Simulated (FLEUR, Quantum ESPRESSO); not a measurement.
A Quantum ESPRESSO input for a self-consistent single point of LaGe₂Pd₂ (I4/mmm, 5 atoms in the cell) (DFT, PBEsol, plane waves, GBRV 1.5 ultrasoft (PBESOL) pseudopotentials):

```fortran
&control
 calculation = 'scf'
 prefix = 'La(GePd)2'
 outdir = './work'
 pseudo_dir = './'
 verbosity = 'high'
 tprnfor = .true.
 tstress = .true.
/
&system
 ibrav = 7
 celldm(1) = 8.129163372
 celldm(3) = 2.30184380004
 nat = 5
 ntyp = 3
 ecutwfc = 50
 ecutrho = 400
 occupations = 'smearing'
 smearing = 'fermi-dirac'
 degauss = 0.0073499
/
&electrons
 conv_thr = 1.0d-10
/
ATOMIC_SPECIES
La   138.9055  la_pbesol_v1.uspp.F.UPF
Ge    72.6300  ge_pbesol_v1.4.uspp.F.UPF
Pd   106.4200  pd_pbesol_v1.4.uspp.F.UPF
ATOMIC_POSITIONS crystal
La    0.000000000    0.000000000    0.000000000
Ge    0.000000000    0.624130000    0.624130000
Ge    0.000000000    0.375870000    0.375870000
Pd   -0.500000000    0.750000000    0.250000000
Pd   -0.500000000    0.250000000    0.750000000
K_POINTS automatic
7 7 7  0 0 0
```

Question: Translate this input to FLEUR.

Answer: This is the input that was run; spellings and numerical settings could be chosen otherwise.

Input of the input generator:

```
La(GePd)2
&input film=f /
-0.3701550201 0.3701550201 0.8520390380
0.3701550201 -0.3701550201 0.8520390380
0.3701550201 0.3701550201 -0.8520390380
10.9807552662
1.0 1.0 1.0

5
57 0.0000000000 0.0000000000 0.0000000000
32 0.6241300000 0.6241300000 0.0000000000
32 0.3758700000 0.3758700000 0.0000000000
46 0.2500000000 0.7500000000 0.5000000000
46 0.7500000000 0.2500000000 0.5000000000

&comp jspins=1 /
&exco xctyp='PBEs' /
&kpt div1=7 div2=7 div3=7 /
&end /
```

```xml
<?xml version="1.0" encoding="UTF-8" standalone="no"?>
<fleurInput fleurInputVersion="0.39">
   <comment>
      La(GePd)2                                                                                           
   </comment>
   <calculationSetup>
      <cutoffs Kmax="3.8" Gmax="13.3" GmaxXC="13.3" numbands="0"/>
      <scfLoop itmax="80" minDistance="0.00001" maxIterBroyd="15" imix="Anderson" alpha="0.05" precondParam="0.0" spinf="2.0"/>
      <coreElectrons ctail="T" frcor="F" kcrel="0" coretail_lmax="0"/>
      <xcFunctional name="PBEs" relativisticCorrections="F"/>
      <magnetism jspins="1"/>
      <soc l_soc="F" theta="0.0" phi="0.0" spav="F"/>
      <expertModes spex="0" secvar="F"/>
      <geometryOptimization l_f="T" forcealpha="1.0" forcemix="BFGS" epsdisp="0.00001" epsforce="0.00001"/>
      <ldaU l_linMix="F" mixParam="0.05" spinf="1.0"/>
   </calculationSetup>
   <cell>
      <bzIntegration valenceElectrons="71.0" mode="hist" fermiSmearingEnergy="0.00367493">
         <kPointListSelection listName="default-1"/>
         <!-- k-points included here -->
         <xi:include xmlns:xi="http://www.w3.org/2001/XInclude" href="kpts.xml"> </xi:include>
      </bzIntegration>
      <!-- symmetry operations included here -->
      <xi:include xmlns:xi="http://www.w3.org/2001/XInclude" href="sym.xml"> </xi:include>
      <bulkLattice scale="1.0">
         <bravaisMatrix>
            <row-1>   -4.0645816862734421     4.0645816862734421     9.3560321535264812</row-1>
            <row-2>    4.0645816862734421    -4.0645816862734421     9.3560321535264812</row-2>
            <row-3>    4.0645816862734421     4.0645816862734421    -9.3560321535264812</row-3>
         </bravaisMatrix>
      </bulkLattice>
   </cell>
   <atomSpecies>
      <species name="Lanthanum (La)" element="La" atomicNumber="57">
         <mtSphere radius="2.68" gridPoints="925" logIncrement="0.014"/>
         <atomicCutoffs lmax="10" lnonsphr="8"/>
         <electronConfig flipSpins="F">
            <coreConfig>(1s1/2) (2s1/2) (2p1/2) (2p3/2) (3s1/2) (3p1/2) (3p3/2) (4s1/2) (3d3/2) (3d5/2) (4p1/2) (4p3/2) (4d3/2) (4d5/2)</coreConfig>
            <valenceConfig>(5s1/2) (5p1/2) (5p3/2) (6s1/2) (5d3/2) (5d5/2)</valenceConfig>
            <stateOccupation state="(5d3/2)" spinUp="0.2" spinDown="0.2"/>
            <stateOccupation state="(5d5/2)" spinUp="0.3" spinDown="0.3"/>
         </electronConfig>
         <energyParameters s="6" p="6" d="5" f="4"/>
         <lo type="SCLO" l="0" n="5" eDeriv="0"/>
         <lo type="SCLO" l="1" n="5" eDeriv="0"/>
      </species>
      <species name="Germanium (Ge)" element="Ge" atomicNumber="32">
         <mtSphere radius="2.21" gridPoints="763" logIncrement="0.016"/>
         <atomicCutoffs lmax="8" lnonsphr="6"/>
         <electronConfig flipSpins="F">
            <coreConfig>(1s1/2) (2s1/2) (2p1/2) (2p3/2) (3s1/2) (3p1/2) (3p3/2)</coreConfig>
            <valenceConfig>(4s1/2) (3d3/2) (3d5/2) (4p1/2) (4p3/2)</valenceConfig>
            <stateOccupation state="(4p1/2)" spinUp="0.3333333333333" spinDown="0.3333333333333"/>
            <stateOccupation state="(4p3/2)" spinUp="0.6666666666667" spinDown="0.6666666666667"/>
         </electronConfig>
         <energyParameters s="4" p="4" d="3" f="4"/>
      </species>
      <species name="Palladium (Pd)" element="Pd" atomicNumber="46">
         <mtSphere radius="2.26" gridPoints="781" logIncrement="0.016"/>
         <atomicCutoffs lmax="8" lnonsphr="6"/>
         <electronConfig flipSpins="F">
            <coreConfig>(1s1/2) (2s1/2) (2p1/2) (2p3/2) (3s1/2) (3p1/2) (3p3/2) (4s1/2) (3d3/2) (3d5/2)</coreConfig>
            <valenceConfig>(4p1/2) (4p3/2) (5s1/2) (4d3/2) (4d5/2)</valenceConfig>
            <stateOccupation state="(5s1/2)" spinUp="0.5" spinDown="0.5"/>
            <stateOccupation state="(4d3/2)" spinUp="1.8" spinDown="1.8"/>
            <stateOccupation state="(4d5/2)" spinUp="2.7" spinDown="2.7"/>
         </electronConfig>
         <energyParameters s="5" p="5" d="4" f="4"/>
         <lo type="SCLO" l="1" n="4" eDeriv="0"/>
      </species>
   </atomSpecies>
   <atomGroups>
      <atomGroup species="Lanthanum (La)">
         <relPos label="                   1">.0000000000 .0000000000 .0000000000</relPos>
         <force calculate="T" relaxXYZ="TTT"/>
      </atomGroup>
      <atomGroup species="Germanium (Ge)">
         <relPos label="                   2">-.3758700000 -.3758700000 .0000000000</relPos>
         <relPos label="                   3">.3758700000 .3758700000 .0000000000</relPos>
         <force calculate="T" relaxXYZ="TTT"/>
      </atomGroup>
      <atomGroup species="Palladium (Pd)">
         <relPos label="                   4">1.000/4.000 -1.000/4.000 1.000/2.000</relPos>
         <relPos label="                   5">-1.000/4.000 1.000/4.000 1.000/2.000</relPos>
         <force calculate="T" relaxXYZ="TTT"/>
      </atomGroup>
   </atomGroups>
   <output dos="F" band="F" slice="F">
      <checks vchk="F" cdinf="F"/>
      <bandDOS minEnergy="-.5*Htr" maxEnergy="0.5*Htr" sigma="0.015" storeEVData="T"/>
      <vacuumDOS vacdos="F" integ="F" star="F" nstars="0" locx1="0.0" locy1="0.0" locx2="0.0" locy2="0.0" nstm="0" tworkf="0.0"/>
      <unfoldingBand unfoldBand="F" supercellX="1" supercellY="1" supercellZ="1"/>
      <plotting iplot="0" polar="F">
         <plot TwoD="T" vec1="  1.0  0.0  0.0" vec2="  0.0  1.0  0.0" vec3="  0.0  0.0  1.0" zero="  0.0  0.0  0.0" file="plot"/>
      </plotting>
      <chargeDensitySlicing numkpt="0" minEigenval="0.0" maxEigenval="0.0" nnne="0" pallst="F"/>
      <specialOutput eonly="F"/>
      <magneticCircularDichroism mcd="F" energyLo="-10.0" energyUp="0.0"/>
   </output>
  <!-- We include the file relax.xml here to enable relaxations (see documentation) -->
  <xi:include xmlns:xi="http://www.w3.org/2001/XInclude" href="relax.xml"> <xi:fallback/> </xi:include>
</fleurInput>
```

Basis settings and potentials, where a program has them, do not carry over. This input uses DFT, PBEsol, all-electron FLAPW (FLEUR), scalar-relativistic valence.

The starting cell comes from a database of computed structures (which also holds hypothetical and non-ambient phases and stackings), without a prior relaxation at this level. For this run, on top of that: lattice scaled by 0.98.
